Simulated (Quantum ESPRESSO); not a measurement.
Input and output of a self-consistent single point for Zn3Se (Pm-3m, 4 atoms in the cell) (Quantum ESPRESSO).

Computed with PBEsol, GBRV 1.5 ultrasoft (PBESOL) pseudopotentials (plane waves; Quantum ESPRESSO).

```
Zn3Se
1.0
    4.14679     0.00000     0.00000
    0.00000     4.14679     0.00000
    0.00000     0.00000     4.14679
Zn Se
3 1
Cartesian
  0.00000   2.07340   2.07340
  2.07340   0.00000   2.07340
  2.07340   2.07340   0.00000
  0.00000   0.00000   0.00000
```

Reference input (self-consistent single point, DFT, PBEsol, plane waves, GBRV 1.5 ultrasoft (PBESOL) pseudopotentials): ecutwfc = 50 Ry; ecutrho = 250 Ry; occupations = smearing; smearing = cold; degauss = 0.0099958 Ry; potentials = {Zn: zn_pbesol_v1.uspp.F.UPF, Se: se_pbesol_v1.uspp.F.UPF}; K_POINTS = automatic 7 7 7 0 0 0; conv_thr = 1e-09 Ry; mixing_beta = 0.7. This run's input differs from it in these lines:

```diff
@@ -16,4 +16,4 @@
     occupations = 'smearing'
-    smearing = 'cold'
-    degauss = 0.0099958
+    smearing = 'fd'
+    degauss = 0.0036749
 /
```

Log, with long lists cut:

```
     Self-consistent Calculation

     iteration #  1     ecut=    50.00 Ry     beta= 0.70

     Threshold (ethr) on eigenvalues was too large:
     Diagonalizing with lowered threshold

     total energy              =   -1426.93333390 Ry
     estimated scf accuracy    <       0.09425691 Ry

     iteration #  2     ecut=    50.00 Ry     beta= 0.70

     total energy              =   -1426.94887629 Ry
     estimated scf accuracy    <       0.17903228 Ry

     iteration #  3     ecut=    50.00 Ry     beta= 0.70

     total energy              =   -1426.98192709 Ry
     estimated scf accuracy    <       0.00043738 Ry

   [... 4 blocks of this kind left out ...]

     iteration #  8     ecut=    50.00 Ry     beta= 0.70

     total energy              =   -1426.98208939 Ry
     estimated scf accuracy    <       0.00000001 Ry

     iteration #  9     ecut=    50.00 Ry     beta= 0.70
     End of self-consistent calculation

     the Fermi energy is    10.6911 ev

!    total energy              =   -1426.98208940 Ry
     estimated scf accuracy    <          1.7E-10 Ry
     smearing contrib. (-TS)   =      -0.00132928 Ry
     internal energy E=F+TS    =   -1426.98076012 Ry

     convergence has been achieved in   9 iterations

     Forces acting on atoms (cartesian axes, Ry/au):

     atom    1 type  1   force =     0.00000000    0.00000000    0.00000000
   [... zero for the other atoms too ...]

     Total force =     0.000000     Total SCF correction =     0.000000

          total   stress  (Ry/bohr**3)                   (kbar)     P=      -47.39
  -0.00032216   0.00000000   0.00000000          -47.39        0.00        0.00
   0.00000000  -0.00032216   0.00000000            0.00      -47.39        0.00
   0.00000000   0.00000000  -0.00032216            0.00        0.00      -47.39

   JOB DONE.
```

The run converged in 9 iterations. Against the reference run the free energy falls by 3.9 meV/atom and the pressure moves little (-4.73 to -4.74 GPa).

The starting cell comes from a database of computed structures (which also holds hypothetical and non-ambient phases and stackings), without a prior relaxation at this level. With a pressure of about -5 GPa the cell is away from its equilibrium volume at this level. The run gives no clean gap (levels at the Fermi energy touch, overlap or are partly filled at this smearing), which alone does not show that the compound is a metal.

Cost on one core of a shared machine: roughly 50 s.
